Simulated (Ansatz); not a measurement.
## How the smallest direct gap on the k points sampled of B2O3 (model structure, started from the corundum type, R-3c, No. 167, 10 atoms in the cell) moves with the method

No measured value is used here.

```csv
level (code),value (eV),cell (Å³/atom)
LDA (Ansatz),5.14,10.89
PBEsol (Ansatz),5.25,10.89
r²SCAN (Ansatz),5.98,10.19
r²SCAN+rVV10 (Ansatz),5.80,9.65
HSE06 (Ansatz),7.17,10.89
```

At these levels the smallest gap is indirect and lower: LDA 4.61, PBEsol 4.75, r²SCAN 5.55, r²SCAN+rVV10 5.43, HSE06 6.87 eV. Computed values are for a static lattice.  Values are at the level's own equilibrium cell; LDA at the PBEsol cell; HSE06 at the PBEsol cell. Cutoffs and k meshes differ between the levels. Ansatz's density-functional and Hartree–Fock values are scalar-relativistic unless marked +SOC, with PAW data made under PBE.

A model structure was made by putting elements into a prototype or built by hand; it is no filed structure, need not be a known phase, and can be a saddle point held by its symmetry.

Ansatz is a program for electronic structure.
